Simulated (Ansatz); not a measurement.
Model glasses of amorphous HfO2, 53 to 59 atoms (Hf18O36 before any change). Each row is one cell at a composition chosen by hand, melted whole on the CHGNet potential with the anions pushed apart under 1.9 Å, quenched within some picoseconds, far faster than a real film, and relaxed with PBE, scalar-relativistic without spin-orbit coupling (plane waves to 420 eV, PAW; Ansatz, a program for electronic structure). Each is the lower in DFT energy of 2 quenches. Cycles of charging and discharging were tried on the cells ahead of these points, and a cell that came back lower was taken. The column on the box says what of it was relaxed with the atoms; held means as the quench left it. Cells that kept moments or hold spare charge are left out, and those that charging annealed.

From the neutral cell one electron is taken away, or one added, and the atoms relax (PBE, the zone centre alone, moment held at 1 μB, uniform background; no image-charge correction, which leaves W too low where the charge is localised). W = E(+1) + E(−1) − 2 E(0) is the cost of moving an electron from one such cell to another; the spacing parts the highest filled and lowest empty level of the neutral cell, which ran without spin polarisation.

Formal charges balance in every cell (each cation at its usual highest valence, Cu and Ag at +1, Sb at +3, H at +1, O at −2, N at −3, F and Cl at −1). R− and R+ are the energies that the atoms' relaxation gave back after the electron was added or removed.

| cell | change | box | spacing (eV) | R− (eV) | R+ (eV) | spacing − R− − R+ (eV) | W (eV) |
|---|---|---|---|---|---|---|---|
| Hf18O33N2 | +2 N, −3 O | shape | 3.37 | 0.16 | 0.57 | 2.64 | 2.79 |
| Hf18O37Mg | +1 Mg, +1 O | held | 3.57 | 0.49 | 0.26 | 2.82 | 2.95 |
| Hf18O39La2 | +2 La, +3 O | shape | 3.86 | 0.24 | 0.41 | 3.21 | withheld |
| Hf18O35F2 | +2 F, −1 O | shape | 3.92 | 0.36 | 0.30 | 3.26 | 3.36 |
| Hf18O37H2 | +2 H, +1 O | shape | 3.92 | 0.35 | 0.12 | 3.45 | 3.48 |
| Hf18O39Al2 | +2 Al, +3 O | held | 3.93 | 0.25 | 0.19 | 3.49 | 3.64 |
| Hf18O38Si | +2 O, +1 Si | shape | 3.92 | 0.14 | 0.22 | 3.56 | 3.63 |
| Hf18O39Y2 | +3 O, +2 Y | shape | 4.02 | 0.29 | 0.11 | 3.62 | 3.63 |
| Hf18O39Sc2 | +3 O, +2 Sc | volume | 4.08 | 0.19 | 0.16 | 3.73 | 3.73 |

**Question.** Fit a straight line of the last column on the one before it through the 8 full rows, and predict the withheld value for Hf18O39La2.

**Answer.** Means: x = 3.321, y = 3.401. Slope = Σ(Δx Δy) / Σ(Δx²) = 0.9529 / 1.0775 = 0.884; intercept = 3.401 − (0.884) × 3.321 = 0.465 eV; r.m.s. residual 0.039 eV. Prediction: 0.465 + (0.884) × 3.21 = 3.30 eV. The run gave 3.44 eV, a miss of 0.14 eV, more than twice the residual.

**Question.** What would a slope of 1 with no intercept mean?

**Answer.** That adding and removing an electron at fixed atoms costs just the level spacing, as it does for levels spread over a large cell, so that W follows by bookkeeping. The fit has 0.884 and 0.465 eV; a departure holds the carrier's repulsion on its site, which raises W, and the uncorrected background, which lowers it.
